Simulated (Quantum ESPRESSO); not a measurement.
A self-consistent single point of AuZn (P1, 2 atoms in the cell) with Quantum ESPRESSO.

Computed with PBE, PSlibrary ultrasoft (PBE) pseudopotentials (plane waves; Quantum ESPRESSO).

The change in words: lattice scaled by 0.98. Reference geometry:
```xyz
2
Lattice="3.1500 0.0000 0.0000 0.0000 3.1500 0.0000 0.0000 0.0000 3.1500" Properties=species:S:1:pos:R:3 pbc="T T T"
Zn     1.5335     1.5650     1.5629
Au     0.0415     0.0100     0.0121
```

Reference input (self-consistent single point, DFT, PBE, plane waves, PSlibrary ultrasoft (PBE) pseudopotentials): ecutwfc = 50 Ry; ecutrho = 450 Ry; occupations = smearing; smearing = gaussian; degauss = 0.0147 Ry; potentials = {Zn: Zn.pbe-dn-rrkjus_psl.1.0.0.UPF, Au: Au.pbe-n-rrkjus_psl.1.0.0.UPF}; K_POINTS = automatic 8 8 8 0 0 0; conv_thr = 1e-10 Ry. This run's input differs from it in these lines:

```diff
@@ -30,5 +30,5 @@
 CELL_PARAMETERS angstrom
-   3.1500000000     0.0000000000     0.0000000000
-   0.0000000000     3.1500000000     0.0000000000
-   0.0000000000     0.0000000000     3.1500000000
+   3.0870000000     0.0000000000     0.0000000000
+   0.0000000000     3.0870000000     0.0000000000
+   0.0000000000     0.0000000000     3.0870000000
```

Output (repeated stretches shortened):

```
     Self-consistent Calculation

     iteration #  1     ecut=    50.00 Ry     beta= 0.70

     Threshold (ethr) on eigenvalues was too large:
     Diagonalizing with lowered threshold

     total energy              =    -233.67632030 Ry
     estimated scf accuracy    <       0.15861032 Ry

     iteration #  2     ecut=    50.00 Ry     beta= 0.70

     total energy              =    -233.71415042 Ry
     estimated scf accuracy    <       0.18178891 Ry

     iteration #  3     ecut=    50.00 Ry     beta= 0.70

     total energy              =    -233.75236445 Ry
     estimated scf accuracy    <       0.00709475 Ry

   [... 7 blocks of this kind left out ...]

     iteration # 11     ecut=    50.00 Ry     beta= 0.70

     total energy              =    -233.75483825 Ry
     estimated scf accuracy    <          2.9E-10 Ry

     iteration # 12     ecut=    50.00 Ry     beta= 0.70
     End of self-consistent calculation

     Number of k-points >= 100: set verbosity='high' to print the bands.

     the Fermi energy is    15.6205 ev

!    total energy              =    -233.75483825 Ry
     estimated scf accuracy    <          5.0E-12 Ry
     smearing contrib. (-TS)   =      -0.00076286 Ry
     internal energy E=F+TS    =    -233.75407539 Ry

     convergence has been achieved in  12 iterations

     Forces acting on atoms (cartesian axes, Ry/au):

     atom    1 type  1   force =     0.01712053    0.00426536    0.00512498
     atom    2 type  2   force =    -0.01712053   -0.00426536   -0.00512498

     Total force =     0.025984     Total SCF correction =     0.000000

          total   stress  (Ry/bohr**3)                   (kbar)     P=      144.47
   0.00096268   0.00001453   0.00001746          141.61        2.14        2.57
   0.00001453   0.00099224   0.00000434            2.14      145.96        0.64
   0.00001746   0.00000434   0.00099141            2.57        0.64      145.84

   JOB DONE.
```

The run converged in 12 iterations. Against the reference run the free energy rises by 57.9 meV/atom, the pressure goes from 4.20 to 14.45 GPa and the largest force goes from 0.346 to 0.472 eV/Å. The full log also holds: “c_bands:  2 eigenvalues not converged”.

The starting cell has typed, rounded lattice constants, without a prior relaxation at this level. Its atoms were displaced at random from the sites of space group no. 221. For this run, on top of that: lattice scaled by 0.98. Spin-orbit coupling is off. With a pressure of about 14 GPa the cell is away from its equilibrium volume at this level.

Cost on one core of a shared machine: roughly 3 min.
